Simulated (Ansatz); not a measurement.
Structures of equal composition on the (0001) surface of 4H silicon carbide (Si plane on top): (√3x√3)R30° Si adatom at H3; (√3x√3)R30° Si adatom at T4. The slabs share one bottom face, and each structure is named by its start. These are constructed structures in small cells; real faces may alloy, dewet or reconstruct in larger ones, and not all known structures of the face are among them. Slabs of about 10 Å, Fermi-Dirac smearing of 0.025 eV. Bottom of the slabs: H caps. Relaxed from the named starts with such symmetry as they have, on meshes of like density; energies extrapolated to zero smearing; spin only where a row says so; no spin-orbit coupling, no U. Brackets mark spin-polarised runs, whose order is one that fits the cell. Where a second, spin-polarised start was run, the lower counts.

All values below come from PBE (plane waves to 420 eV, PAW; Ansatz, a quantum-chemistry and plane-wave program).

Problem. Order them by energy per 1x1 cell (lowest first) at the level PBE.

Solution. (√3x√3)R30° Si adatom at T4 (0.000 eV [spin, 1.0 μB a cell], gap 0.42 eV on the mesh), (√3x√3)R30° Si adatom at H3 (0.170 eV [spin, 1.0 μB a cell], gap 0.53 eV on the mesh)
